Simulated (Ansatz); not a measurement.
Worked example: relaxation of cell and atoms of PbBrF (P4/nmm, 6 atoms in the cell) in Ansatz (a program for electronic structure).

Method: PBEsol, default PAW files made with PBE (plane waves; Ansatz).

The change in words: atoms on their sites; basis.ecutwfc: 420 eV → 630 eV; relax: default → cell and atoms. Reference geometry:
```xyz
6
Lattice="4.1976 0.0000 0.0000 0.0000 4.1976 0.0000 0.0000 0.0000 7.6853" Properties=species:S:1:pos:R:3 pbc="T T T"
Pb     0.0000     2.0988     6.2705
Pb     2.0988     0.0000     1.4648
Br     2.0988     0.0000     5.0164
Br     0.0000     2.0988     2.6689
F      2.0988     2.0988     0.0000
F      0.0000     0.0000     0.0000
```

Reference input (self-consistent single point, DFT, PBEsol, plane waves, default PAW files made with PBE): basis.ecutwfc = 420 eV; kpoints.mp_grid.grid = 5 5 3; hamiltonian.xc = pbesol; hamiltonian.pseudopotentials = {kind: paw} (the program's default PAW files); scf.occupations.method = fermi_dirac; scf.occupations.width = 0.05 eV. This run's input differs from it in these lines:

Ansatz 0.2 input:
```diff
@@ -6,3 +6,3 @@
   atoms:
-    - { symbol: Pb, position: [0.000000, 0.500000, 0.815906] }
+    - { symbol: Pb, position: [0.000000, 0.500000, 0.809400] }
     - { symbol: Pb, position: [0.500000, 0.000000, 0.190600] }
@@ -13,3 +13,3 @@
 basis:
-  ecutwfc: 420.0 eV
+  ecutwfc: 630.0 eV
 kpoints:
@@ -21,2 +21,4 @@
   occupations: { method: fermi_dirac, width: 0.05 eV }
+relax:
+  cell: {}
 output:
```

Output (repeated stretches shortened):

```
   [... SCF lines of the steps left out ...]
relax step   1: F+E_penalty+E_count = -30587.99343755 eV  Δ(F+E_penalty+E_count) = +0.000e0 eV  max|allowed force component| = 4.286e-2 eV/Å  Δτ_max = 0.0000 Å  P = -1.790 GPa  Ω = 135.415 Å³  (6 SCF iters, dr2 threshold 1.00e-7 eV, accepted)
relax step   2: F+E_penalty+E_count = -30588.01631764 eV  Δ(F+E_penalty+E_count) = -2.288e-2 eV  max|allowed force component| = 1.316e-1 eV/Å  Δτ_max = 0.0179 Å  P = +0.950 GPa  Ω = 128.795 Å³  energy of the carried Pulay correction = +1.490e-4 eV  [...]
   [... lines left out ...]
relax step   6: F+E_penalty+E_count = -30588.02483887 eV  Δ(F+E_penalty+E_count) = -1.592e-4 eV  max|allowed force component| = 6.994e-4 eV/Å  Δτ_max = 0.0007 Å  P = -0.000 GPa  Ω = 129.917 Å³  energy of the carried Pulay correction = +1.233e-4 eV  [...]
relax step   7: F+E_penalty+E_count = -30588.02473591 eV  Δ(F+E_penalty+E_count) = +1.030e-4 eV  max|allowed force component| = 7.382e-4 eV/Å  Δτ_max = 0.0000 Å  P = -0.001 GPa  Ω = 129.917 Å³  stress off target by 1.15e-2 GPa  SCF on the basis [...]
basis re-selected at this cell: Δ(F+E_penalty+E_count) = +1.030e-4 eV, ΔP = -0.001 GPa vs the last step
the relaxation is at rest under the 16 symmetry operations that the run kept from its start: a minimum is not shown …
Stability not checked: this state was not tested for a lower state beside it, because too few of the mixer's solves of this state at the end of the SCF gave a …
Free energy (F): -30588.024736 eV
Internal energy: -30588.024736 eV  (E = F + TS)
   [... lines left out ...]
Fermi energy:    7.519391 eV
  cell:  # Å, volume = 129.9172 Å³
   [... lines left out ...]
    - { symbol: Pb, position: [0.5, 0.0, 0.19397273103264534] }
    - { symbol: Br, position: [0.5, 0.0, 0.6473120978038064] }
    - { symbol: Br, position: [-6.452090018485631e-36, 0.5, 0.35268790219619356] }
    - { symbol: F, position: [0.5, 0.5, 3.7619814918671473e-20] }
    - { symbol: F, position: [-5.018292236599925e-36, -1.4337977818856929e-36, 3.761981491867142e-20] }
```

The run converged. 

Summary of the result:
| Property | Value |
|---|---|
| Free energy E − TS (on the zero of these files) | -30588.0247 eV |
| Top of the valence band (on the code's own zero) | 6.11 eV |
| Gap on the k-point mesh | 2.77 eV |
| Pressure | 0.00 GPa |
| Final cell | a = b = 4.145 Å, c = 7.560 Å, α = β = γ = 90.00° |
| Final volume per atom | 21.65 Å³ |
| Relaxation steps | 7 |

The starting cell comes from a database of computed structures (which also holds hypothetical and non-ambient phases and stackings), without a prior relaxation at this level. Its lattice was rescaled by up to half a per cent. Spin-orbit coupling is off. The relaxation keeps the symmetry of its start, so its end need not be a minimum. Ansatz's pressure includes its estimate of the finite-basis (Pulay) stress.

Cost on one core of a shared machine: roughly 40 s.
